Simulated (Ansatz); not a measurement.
# Effect of pressure 22.5 GPa on Ir

Start from Ir in the fcc (Cu type) structure (space group Fm-3m, No. 225; a = 3.830 Å).

Now apply this change: cell and atoms relaxed at a pressure of 22.5 GPa.

Computed with PBEsol in Ansatz (plane waves to 420 eV, PAW, without spin-orbit coupling). Γ-centred 21×21×21 mesh, Fermi–Dirac width 0.05 eV.

The volume per atom falls by 0.70 Å³, from 14.05 Å³ to 13.35 Å³ and the lattice parameter a decreases by 0.0648 Å to 3.766 Å. The shortest interatomic distance falls by 0.046 Å (2.709 Å → 2.663 Å) and the band gap remains zero.

Final structure:

```yaml
crystal:
  lattice:
    - [0.00000, 1.88283, 1.88283]
    - [1.88283, 0.00000, 1.88283]
    - [1.88283, 1.88283, 0.00000]
  atoms:
    - { symbol: Ir, position: [0.00000, 0.00000, 0.00000] }
```

Cost of the whole job for the changed cell (relaxation, final SCF and bands): very roughly 13 core-seconds.

Load acts through the strain it causes; cell and atoms are relaxed under it. No phonon test of stability was made. No other phases were tried under pressure. All final runs are without spin polarisation.

Ansatz is a first-principles code.
